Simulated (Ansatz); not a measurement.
Base system: CdGeAs2 in the chalcopyrite structure (space group I-42d, No. 122; a = 5.9812 Å, c = 11.2983 Å).

All numbers come from r2SCAN, PAW, 500 eV (Ansatz, a first-principles code; scalar-relativistic without spin-orbit coupling).

Base values:

* **Gap between the host's bands**: 0.10 eV
* **Gap character**: direct at Γ

Modification: 0.606 holes added to each cell, a density of 3.0×10^21 cm⁻³, with a uniform compensating background at fixed cell and a 300 K Fermi–Dirac width.

Q: Predict the new Fermi level from band edge, gap between the host's bands and gap character.

A: The Fermi level relative to the doped band's edge (positive inside the band; to 0.05 eV) comes out as +0.55 eV; the gap between the host's bands hardly moves (0.10 eV against 0.11 eV); the gap character remains direct at Γ.

Charged cell with a jellium background: band edges are those of the host's band count, energies are not comparable with the neutral cell, and many-body gap narrowing is missing. Stability against distortions was not tested. The zero or small gap of CdGeAs2 can change with the level of theory.
